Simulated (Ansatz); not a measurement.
**TiTe2: response to strain**

Take TiTe2 in the CdI2 type structure (space group P-3m1, No. 164; a = 3.782 Å, c = 6.613 Å; layered, stacked along the Cartesian z axis; relaxed with 0.1 eV smearing) as the base. Axes: x lies along a and z along c of the hexagonal cell.

Strains are applied to the cell and any free atomic positions relax; under biaxial strain the out-of-plane vector relaxes too.

Calculations: r2SCAN+rVV10 (Ansatz, a first-principles code), scalar-relativistic without spin-orbit coupling, earlier PAW set.

Notes on the quantities. pressure: mean of the normal stresses, compression positive.

```csv
variant,pressure,space group,largest internal atomic displacement
base,0.0 GPa,P-3m1 (No. 164),–
"biaxial strain −1.09 %, plane normal [001], relaxed out of plane",0.7 GPa,P-3m1 (No. 164),–
isotropic strain −3.36 %,4.6 GPa,P-3m1 (No. 164),0.085 Å
uniaxial strain ε_yy = −1.80 %,0.8 GPa,C2/m (No. 12),0.015 Å
uniaxial strain ε_zz = −5.08 %,1.6 GPa,P-3m1 (No. 164),0.062 Å
uniaxial strain ε_zz = +3.95 %,(withheld),P-3m1 (No. 164),(withheld)
```

**Question.** Complete the table.

**Answer.** 
- uniaxial strain ε_zz = +3.95 %, pressure: -0.7 GPa
- uniaxial strain ε_zz = +3.95 %, largest internal atomic displacement: 0.056 Å

Stability against distortions was not tested. The final runs are not spin-polarised.
